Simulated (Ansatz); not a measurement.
Density of states of ZnO (P6_3mc) above the conduction band minimum, r2SCAN with spin-orbit coupling, rigid bands in Ansatz (an electronic-structure program); cell volume 47.2 Å³.

(energy from edge (eV), 10⁻³ states/eV/cell): (0.006, 2.27); (0.031, 5.02); (0.056, 6.97); (0.081, 8.63); (0.106, 10.4); (0.131, 11.9); (0.156, 13.5); (0.181, 15.1); (0.206, 16.4); (0.231, 17.8); (0.256, 19.6); (0.281, 21.1); (0.319, 23.5); (0.344, 24.9); (0.369, 26.8); (0.394, 28.5); (0.419, 30.2); (0.444, 31.7); (0.469, 33.6); (0.494, 35.6); (0.519, 37.2); (0.544, 39.0); (0.569, 40.7); (0.594, 42.7)

**Question.** What effective density of states at 300 K does this give (∫ g(E) exp(−E/k_BT) dE, both spins, divided by the cell's size)?

**Answer.** 2.3e18 cm⁻³, a density-of-states mass of 0.21 mₑ, valleys and band degeneracy included.

Geometry: cell and atoms relaxed with r2SCAN.
